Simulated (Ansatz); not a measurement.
The starting structures come from a database of crystals and need not be the phases stable at ambient conditions.

Inside the gap of an insulator the Bloch states are evanescent, with a wavenumber k + iκ along the transport direction.

Data:

```
K2MoO4
1.0
    6.03837     0.00000     0.00000
    0.00000     7.50690     0.00000
    3.01918    -2.66510     5.56391
K Mo O
4 2 8
Direct
  0.50933   0.76538   0.98134
  0.49067   0.23462   0.01866
  0.15520   0.25108   0.68960
  0.84480   0.74892   0.31040
  0.17570   0.77403   0.64860
  0.82430   0.22597   0.35140
  0.90370   0.92457   0.71514
  0.09630   0.07543   0.28486
  0.61884   0.07543   0.28486
  0.38116   0.92457   0.71514
  0.91206   0.36048   0.17588
  0.08794   0.63952   0.82412
  0.33213   0.61789   0.33574
  0.66787   0.38211   0.66426
```

Space group of this cell: C2/m. The cell is taken as given.

Transport runs along the normal of the first two printed cell vectors.

The gap is the functional's own. No spin-orbit coupling. Mid-gap values are interpolated on the energy grid.

Question: Predict the band gap and the smallest decay constant κ at mid-gap from r2SCAN (Ansatz, an electronic-structure program).

Answer: Gap 4.79 eV on a 6×6×6 mesh; κ = 0.570 1/Å, at the zone centre.
